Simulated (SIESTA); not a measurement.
Input and output of a self-consistent single point for Pd (Fm-3m, 1 atom in the cell) (SIESTA).

Method of the run: GGA PBE, numerical atomic orbitals DZP, PseudoDojo PBE standard norm-conserving potentials (rewritten from UPF to PSML) (SIESTA).

The change in words: lattice scaled by 0.98; kgrid.MonkhorstPack: 7 7 7 → 19 19 19; ElectronicTemperature: 1160.45 K → 580.23 K. Reference geometry:
```
Pd
1.0
    0.00000     1.95084     1.95084
    1.95084     0.00000     1.95084
    1.95084     1.95084     0.00000
Pd
1
Direct
  0.00000   0.00000   0.00000
```

Reference input (self-consistent single point, DFT, GGA PBE, numerical atomic orbitals DZP, PseudoDojo PBE standard norm-conserving potentials (rewritten from UPF to PSML)): XC.functional = GGA; XC.authors = PBE; potentials = PseudoDojo PBE standard; PAO.BasisSize = DZP; PAO.EnergyShift = 0.005 Ry; MeshCutoff = 350 Ry; kgrid.MonkhorstPack = 7 7 7; OccupationFunction = FD; ElectronicTemperature = 1160.45 K; MaxSCFIterations = 150; SCF.Mixer.Method = Pulay; SCF.Mixer.Weight = 0.25. This run's input differs from it in these lines:

```diff
@@ -11,5 +11,5 @@
 %block LatticeVectors
-     0.000000000    1.950835000    1.950835000
-     1.950835000    0.000000000    1.950835000
-     1.950835000    1.950835000    0.000000000
+     0.000000000    1.911818000    1.911818000
+     1.911818000    0.000000000    1.911818000
+     1.911818000    1.911818000    0.000000000
 %endblock LatticeVectors
@@ -26,8 +26,8 @@
 %block kgrid.MonkhorstPack
-    7   0   0  0.0
-    0   7   0  0.0
-    0   0   7  0.0
+   19   0   0  0.0
+    0  19   0  0.0
+    0   0  19  0.0
 %endblock kgrid.MonkhorstPack
 OccupationFunction           FD
-ElectronicTemperature        1160.45 K
+ElectronicTemperature        580.23 K
```

Output, abridged:

```
        iscf     Eharris(eV)        E_KS(eV)     FreeEng(eV)     dDmax    Ef(eV) dHmax(eV)
   scf:    1    -3676.324202    -3686.072980    -3686.090391  0.473911 -6.668962  0.053597
   scf:    2    -3686.073121    -3686.073052    -3686.090525  0.004890 -6.679408  0.043083
   scf:    3    -3686.072961    -3686.073014    -3686.090671  0.013792 -6.714702  0.012117
   scf:    4    -3686.073048    -3686.073032    -3686.090676  0.000920 -6.715904  0.000455
   scf:    5    -3686.073032    -3686.073032    -3686.090676  0.000289 -6.715886  0.000187
   scf:    6    -3686.073033    -3686.073032    -3686.090676  0.000016 -6.715925  0.000013
   scf:    7    -3686.073033    -3686.073032    -3686.090676  0.000001 -6.715924  0.000010
SCF Convergence by DM+H criterion
max |DM_out - DM_in|         :     0.0000011412
max |H_out - H_in|      (eV) :     0.0000098716
SCF cycle converged after 7 iterations

Using DM_out to compute the final energy and forces

siesta: E_KS(eV) =            -3686.0730

siesta: E_KS - E_eggbox =     -3686.0730

siesta: Atomic forces (eV/Ang):
     1   -0.000000    0.000000    0.000000
   Tot   -0.000000    0.000000    0.000000
   Max    0.000000
   Res    0.000000    sqrt( Sum f_i^2 / 3N )
   Max    0.000000    constrained

Stress tensor Voigt[x,y,z,yz,xz,xy] (kbar):     -213.81     -213.81     -213.81       -0.15       -0.15       -0.15
(Free)E + p*V (eV/cell)    -3684.2256
Target enthalpy (eV/cell)    -3686.0907

siesta: Program's energy decomposition (eV):
siesta: FreeEng =     -3686.090676

siesta: Stress tensor (static) (eV/Ang**3):
siesta:    -0.133450   -0.000093   -0.000093
siesta:    -0.000093   -0.133450   -0.000093
siesta:    -0.000093   -0.000093   -0.133450

siesta: Cell volume =         13.975573 Ang**3

siesta: Pressure (static):
siesta:                Solid            Molecule  Units
siesta:           0.00145345          0.00145345  Ry/Bohr**3
siesta:           0.13344974          0.13344974  eV/Ang**3
siesta:         213.81005889        213.81005889  kBar
```

The run converged in 7 iterations. Against the reference run the free energy rises by 122 meV/atom and the pressure goes from 8.11 to 21.38 GPa.

The starting cell has typed, rounded lattice constants, without a prior relaxation at this level. Its lattice was rescaled by up to half a per cent. For this run, on top of that: lattice scaled by 0.98. Spin polarisation is off. Values carry the incompleteness of an atom-centred basis. With a pressure of about 21 GPa the cell is away from its equilibrium volume at this level.

Cost on one core of a shared machine: roughly 50 s.
